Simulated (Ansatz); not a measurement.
B20 (FeSi-type) MnSi, treated with PBE (Ansatz, an electronic-structure program, PAW).

Run with plane-wave cutoff 520 eV, 14×14×14 k mesh, Fermi–Dirac smearing 0.019 eV (set by the program), spin-polarised with parallel moments, scalar-relativistic PAW data made under PBE.

Computed at the level's own relaxed cell.

Hill averages of the elastic tensor: K = 209.6 GPa, G = 144.5 GPa. Volume 11.524 Å³/atom, mean atomic mass 41.512 u.

### Question
Work out the density, the sound velocities of a polycrystal and the elastic Debye temperature, and Pugh's ratio at this level.

### Answer
ρ = 1.66054 × 41.512/11.524 = 5.982 g/cm³. v_l = √[(K + 4G/3)/ρ] = 8.200 km/s and v_t = √(G/ρ) = 4.915 km/s. The mean follows from 3/v_m³ = 1/v_l³ + 2/v_t³: v_m = 5.438 km/s. Θ_D = (ħ/k_B) v_m (6π²/V)^(1/3) = 76.38 K Å s/km × 5.438 × 1.7256 Å⁻¹ = 717 K, counting all atoms of the cell. K/G = 1.45, to be set beside Pugh's rough bound of 1.75 between brittle and ductile metals.

Note: the collinear magnetic order is the start's and need not be the measured one.
